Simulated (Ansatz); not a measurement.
Take BaF$_{2}$ in the fluorite structure (space group Fm-3m, No. 225; a = 6.137 Å) as the base.

Structures relaxed with DFT with PBEsol, PAW potentials and a 420 eV plane-wave cutoff in Ansatz (a quantum-chemistry and plane-wave program), no spin-orbit coupling.

Base:

Simulated powder pattern, Cu Kα1, λ = 1.54056 Å (kinematic, ideal powder, no thermal factors, no anomalous dispersion; the 14 strongest lines at most, above 2 %, up to 2θ = 90°):

| 2θ (°) | I/Imax (%) | hkl |
|---|---|---|
| 25.11 | 100 | (111) |
| 29.07 | 24 | (200) |
| 41.58 | 65 | (220) |
| 49.20 | 48 | (311) |
| 51.54 | 7.4 | (222) |
| 60.27 | 10 | (400) |
| 66.33 | 19 | (331) |
| 68.29 | 10 | (420) |
| 75.88 | 20 | (422) |
| 81.41 | 15 | (511) |

It is then changed as follows: every lattice vector is stretched by 0.85 %; the atoms relax in the strained cell.

**Question.** How do the reflections move or split?

**Answer.** 
Simulated powder pattern, Cu Kα1, λ = 1.54056 Å (kinematic, ideal powder, no thermal factors, no anomalous dispersion; the 14 strongest lines at most, above 2 %, up to 2θ = 90°):

```csv
2θ (°),I/Imax (%),hkl
24.90,100,(111)
28.82,24,(200)
41.22,65,(220)
48.75,48,(311)
51.07,7.4,(222)
59.71,10,(400)
65.70,19,(331)
67.63,10,(420)
75.13,20,(422)
80.58,15,(511)
89.49,6.5,(440)
```

The indices refer to the base's conventional cell; one index is shown for lines that coincide.

Stability against distortions was not tested.
